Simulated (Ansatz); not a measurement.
The parent structure is BAs in the zinc blende structure (space group F-43m, No. 216; a = 4.732 Å). Axes: x, y, z lie along the cube axes.

The values are results of Kohn–Sham DFT with the LDA functional, run in Ansatz (a quantum-chemistry and plane-wave program) with PAW and 420 eV plane waves, scalar-relativistic without spin-orbit coupling, not measurements.

Before the change:

Band gap: 1.11 eV

It is then changed as follows: uniaxial strain ε_zz = +1.50 %, all other strain components held at zero; the atoms relax in the strained cell.

Q: What does the calculation give for the band gap after the change?

A: The band gap drops by 0.10 eV, from 1.11 eV to 1.01 eV.

Stability against distortions was not tested.
